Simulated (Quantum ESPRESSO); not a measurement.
**Short convergence ladders for a (111) slab of K2Pt (cut from a parent of space group no. 225; 6 atoms in the cell)**

```
K2Pt
1.0
    5.33176     0.00000     0.00000
   -2.66588     4.61744     0.00000
    0.00000     0.00000    20.53001
K Pt
4 2
Direct
  0.33333   0.66667   0.44699
  0.00000   0.00000   0.34096
  0.00000   0.00000   0.65904
  0.66667   0.33333   0.55301
  0.66667   0.33333   0.39398
  0.33333   0.66667   0.60603
```

Base method: LDA (PW92), PseudoDojo standard norm-conserving (LDA) pseudopotentials (plane waves; Quantum ESPRESSO).

Base settings: ecutwfc = 85 Ry; occupations = smearing; smearing = fd; degauss = 0.0036749 Ry; potentials = {K: K.upf, Pt: Pt.upf}; K_POINTS = automatic 3 3 1 0 0 0; conv_thr = 1e-11 Ry; mixing_beta = 0.4.

The count of work is k-points × plane waves × bands × iterations; it is no time. Core times come from one kind of shared machine, to one figure; runs under 30 s give none.

**The vacuum**

The mesh stays at the base's, so the ladder's end is converged at best in this setting alone.

Only quantities that move along the ladder and can be compared are tabulated.

```tsv
vacuum between outermost atoms (Å)	free energy less the last step's (meV/atom)	largest difference of a force vector from the last step's (eV/Å)	gap on the mesh (eV)	count of work / last	core time / last (rough)
3.0	28.46	0.393	1.062	0.25	0.2
5.0	2.10	0.012	1.004	0.30	0.2
14.0	0.00	0.000	1.318	0.53	0.5
30.0	0.00	0.000	1.320	1.0	1
```

Smallest vacuum between outermost atoms (Å) that holds the gap on the mesh within 0.05 eV of the last step, with all finer ones: 14.0; the step before is off by 0.32 eV.

Smallest vacuum between outermost atoms (Å) that holds the free energy within 1 meV/atom of the last step, with all finer ones: 14.0; the step before is off by 2.1 meV/atom.

Smallest vacuum between outermost atoms (Å) that holds the forces within 0.01 eV/Å of the last step, with all finer ones: 14.0; the step before is off by 0.012 eV/Å.

**The plane-wave cutoff**

The mesh stays at the base's, so the ladder's end is converged at best in this setting alone.

Only quantities that move along the ladder and can be compared are tabulated.

```tsv
ecutwfc	free energy less the last step's (meV/atom)	largest difference of a force vector from the last step's (eV/Å)	gap on the mesh (eV)	count of work / last	core time / last (rough)
42 Ry	1252.65	0.019	1.368	0.20	0.2
59 Ry	91.31	0.001	1.322	0.33	0.2
85 Ry	0.42	0.000	1.318	0.54	0.4
128 Ry	0.00	0.000	1.318	1.0	1
```

Coarsest ecutwfc that holds the gap on the mesh within 0.02 eV of the last step, with all finer ones: 59 Ry, at 0.33 of the last step's count of work and about 0.2 of the last step's time; the step before is off by 0.050 eV.

Coarsest ecutwfc that holds the forces within 0.01 eV/Å of the last step, with all finer ones: 59 Ry, at 0.33 of the last step's count of work and about 0.2 of the last step's time; the step before is off by 0.019 eV/Å.

Coarsest ecutwfc that holds the free energy within 1 meV/atom of the last step, with all finer ones: 85 Ry, at about 0.4 of the last step's time; the step before is off by 91 meV/atom.

**The depth of the slab**

On the (111) slab of K2Pt (cut from a parent of space group no. 225; 3 atoms in the cell), and deeper slabs.

The mesh stays at the base's, so the ladder's end is converged at best in this setting alone.

Only quantities that move along the ladder and can be compared are tabulated.

| atoms | gap on the mesh (eV) | count of work / last | core time / last (rough) |
|---|---|---|---|
| 3 | 1.270 | 0.21 | 0.2 |
| 6 | 1.318 | 0.55 | 0.5 |
| 9 | 1.332 | 1.0 | 1 |

Smallest size that holds the gap on the mesh within 0.05 eV of the last step, with all finer ones: 6; the step before is off by 0.062 eV.

On the base run: the starting cell comes from a database of computed structures (which also holds hypothetical and non-ambient phases and stackings), without a prior relaxation at this level. The slab is cut from that crystal, and its faces are unrelaxed. Its lattice was rescaled by up to half a per cent. Spin-orbit coupling is off.
